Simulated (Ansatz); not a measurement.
The parent structure is MoS₂ (space group P6_3/mmc, No. 194; a = 3.109 Å, c = 11.709 Å; layered, stacked along the Cartesian z axis). Axes: x lies along a and z along c of the hexagonal cell.

Calculations: Ansatz (a first-principles code), PBEsol-D3(BJ), PAW, cutoff 420 eV, spin-orbit coupling left out.

Strains are applied to the cell and any free atomic positions relax.

One change was made to it. Results:

```tsv
quantity	base	after
hole mass	1.1 mₑ along c, 0.50 mₑ across (at Γ)	1.1 mₑ along z, 0.53 mₑ across (at Γ)
band gap	0.52 eV	0.56 eV
width of the top valence band	1.88 eV	1.85 eV
valence-band top at Γ (three highest levels, from the VBM)	0.00, -0.96, -1.60 eV	0.00, -1.00, -1.57 eV
```

### Question
What was done to the base?
A. uniaxial strain ε_zz = +2.40 %
B. uniaxial strain ε_zz = +0.60 %
C. uniaxial strain ε_zz = +3.00 %
D. uniaxial strain ε_zz = +1.20 %
E. uniaxial strain ε_zz = +1.80 %

### Answer
B, uniaxial strain ε_zz = +0.60 %. For comparison, the band gap in the other runs: uniaxial strain ε_zz = +1.80 % gives 0.64 eV; uniaxial strain ε_zz = +2.40 % gives 0.68 eV; uniaxial strain ε_zz = +1.20 % gives 0.60 eV; uniaxial strain ε_zz = +3.00 % gives 0.72 eV.

Effective masses come from finite differences of ±0.01 Å⁻¹. Stability against distortions was not tested.
